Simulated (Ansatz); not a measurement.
A user runs Ansatz (a program for electronic structure) on Al (Fm-3m, 1 atom in the cell) and asks whether the run is sound. The aim is a self-consistent single point with DFT, PBE, plane waves, PAW files.

Cell that was meant: a = 2.8274 Å, b = 2.8274 Å, c = 2.8274 Å, α = 60.00°, β = 60.00°, γ = 60.00°.

Part of the input:

Ansatz 0.2 input:
```yaml
    - [1.999270, 1.999270, 0.000000]
  atoms:
    - { symbol: Al, position: [0.000000, 0.000000, 0.000000] }
basis:
  ecutwfc: 30
kpoints:
  mp_grid: { grid: [11, 11, 11] }
hamiltonian:
```

Output (repeated stretches shortened):

```
   [... lines left out ...]
Bands: 5, of which v1, the nominal top of the filled ones, is band 2 counted from 1 (1 counted from 0)
Symmetry: 48 space group operations
Space group: Fm-3m (ITA 225), of the structure as read, at distance tolerance 2.5e-5 Å
k-points: 56 of 1331
Initial density: superposition of atomic densities (chi_scale 0.1, normalization cell)
Initial wavefunctions: pseudopotential atomic-orbital guess
Eigensolver: davidson
Functional: x = pbe(κ = 0.804, μ = 0.2195149727645171), c = pbe(β = 0.06672455060314922)
SCF iter   1: F=—  HF=-535.789349 eV  |F-HF|=—  |Δ(HF+E_count)|=         —  Δρ=4.16e-2  dr2=2.57e-1  ethr=3.10e-3  ⟨swp⟩=1.0  Hψ=335  notcnv=0
all-band conjugate gradients solve this SCF's bands
preconditioner: auto → none
SCF iter   2: F=—  HF=-535.753572 eV  |F-HF|=—  |Δ(HF+E_count)|=   3.58e-2  Δρ=2.04e-2  dr2=6.10e-2  ethr=3.10e-3  ⟨swp⟩=1.0  Hψ=335  notcnv=0
SCF iter   3: F=—  HF=-535.742086 eV  |F-HF|=—  |Δ(HF+E_count)|=   1.15e-2  Δρ=2.34e-4  dr2=8.55e-6  ethr=2.03e-3  ⟨swp⟩=1.0  Hψ=280  notcnv=0
SCF iter   4: F=—  HF=-535.740772 eV  |F-HF|=—  |Δ(HF+E_count)|=   1.31e-3  Δρ=1.01e-4  dr2=1.56e-6  ethr=3.33e-9  ⟨swp⟩=2.1  Hψ=641  notcnv=0
SCF iter   5: F=—  HF=-535.740772 eV  |F-HF|=—  |Δ(HF+E_count)|=   2.10e-7  Δρ=4.24e-5  dr2=2.86e-7  ethr=5.20e-8  ⟨swp⟩=1.0  Hψ=280  notcnv=0
SCF iter   6: F=-535.740772 eV  HF=-535.740772 eV  |F-HF|=7.01e-9  |Δ(HF+E_count)|=   5.51e-8  Δρ=1.43e-5  dr2=3.24e-8  ethr=3.33e-9  ⟨swp⟩=1.8  Hψ=449  notcnv=0
SCF 1 converged in 6 iterations: F = -535.740772 eV  dr2 = 3.24e-8
Free energy (F): -535.740772 eV
Internal energy: -535.728473 eV  (E = F + TS)
E sigma→0 (E₀):  -535.734623 eV
Entropy (-TS):   -0.012298 eV (-12.298 meV/atom)
Fermi energy:    9.226036 eV
--- Forces (eV/Å), atoms counted from 1 ---
  atom   1  Al    -0.00000000    -0.00000000     0.00000000
--- Stress (GPa, compression-positive) ---
        1.868307       0.000000      -0.000000
        0.000000       1.868307      -0.000000
        0.000000       0.000000       1.868307
  P = ⅓ Tr σ = 1.8683 GPa (18.683 kbar)
  The stress holds no Pulay correction (an occupied level lies too near the plane-wave cutoff): it is that at fixed plane waves, as pw.x and ABINIT print it
```

Problem. Is this run sound? If not, what is wrong?

Solution. The run is not sound. The fault is this: a cutoff meant in Ry typed as a bare number, read as eV. A bare number is read in the key's own unit, and eV, Ry (13.6 eV) and Ha (27.2 eV) lie far apart, so the setting ends up far from the one that was meant. To fix it, convert the value to the unit that the key expects. The run converged in 6 iterations without an error; against the sound input the free energy rises by 1.77 eV/atom and the pressure goes from 2.75 to 1.87 GPa.

The sound input it was made from differs as follows (other fixes are possible):
```diff
-basis:
-  ecutwfc: 30
```

With that input, the run converged in 5 iterations: free energy E − TS (on the zero of these files) -537.5138 eV; Fermi level (on the code's own zero) 8.28 eV; pressure 2.75 GPa (DFT, PBE, plane waves, PAW files).

On the sound input: the starting cell comes from a database of computed structures (which also holds hypothetical and non-ambient phases and stackings), without a prior relaxation at this level. Its lattice was rescaled by a random factor within 2.5 % of one. Ansatz's pressure includes its estimate of the finite-basis (Pulay) stress.
